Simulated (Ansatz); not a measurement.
For MoGe (model structure, started from the WC type, P-6m2, No. 187, 2 atoms in the cell), PBEsol (plane waves, PAW; Ansatz, a quantum-chemistry and plane-wave program) gives:

| Quantity | Result |
|---|---|
| equilibrium lattice constant a | 3.165 Å |
| lattice parameter c | 3.578 Å |
| enthalpy of formation | -0.118 eV/atom |

Task: What does r²SCAN (plane waves, PAW; Ansatz) give for the same quantities?

Result: 
- lattice constant a: 3.207 Å (goes up by 1.3 %)
- lattice parameter c: 3.557 Å (shrinks by 0.6 %)
- formation enthalpy: -0.033 eV/atom (moves by +0.085 eV/atom)

Changes are worked out from the printed values.

Unless a cell is named, each level is at its own relaxed cell (PBEsol 15.52, r²SCAN 15.84 Å³/atom).

Ansatz's density-functional and Hartree–Fock values are scalar-relativistic unless marked +SOC, with PAW data made under PBE.

A model structure was made by putting elements into a prototype or built by hand; it is no filed structure, need not be a known phase, and can be a saddle point held by its symmetry.
